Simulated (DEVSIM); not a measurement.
Structure: Co/SiO2/p-Si capacitor, at 300 K.

```csv
layer (left to right),material,thickness (nm),Na (cm⁻³)
1,SiO2,1.30,-
2,Si,2500,5.2e16
```

Metal gate on the left, work function 5 eV. Fixed charge at the semiconductor interface 0 cm⁻² (in units of +e); no interface traps.

Constants are typed, rounded textbook-type inputs, not results; the design itself was drawn at random and stands for no fabricated device. Values at 300 K.

```csv
parameter,SiO2,Si
gap (eV),9,1.124
affinity (eV),0.9,4.05
permittivity,3.9,11.7
Nc (cm⁻³),-,2.86e19
Nv (cm⁻³),-,3.1e19
```

Simulated with DEVSIM: 1D Poisson equation in equilibrium, Boltzmann statistics, complete ionisation; no quantum confinement or tunnelling. Metal contacts follow the ideal Schottky-Mott rule: no Fermi-level pinning, no interface dipoles.

The interface trap density was swept, all else fixed.

```csv
interface trap density (cm^-2 eV^-1),flat-band voltage (V),minimum of the low-frequency capacitance (μF/cm²),threshold voltage (band bending 2φF) (V)
0,-0.01,0.0800,0.83
1e10,-0.01,0.0815,0.83
1e11,-0.01,0.0950,0.83
3e11,-0.02,0.124,0.83
1e12,-0.05,0.223,0.84
2e12,-0.08,0.350,0.85
```

From the first row to the last the flat-band voltage goes from -0.01 to -0.08. From the first row to the last the minimum of the low-frequency capacitance goes from 0.0800 to 0.350.
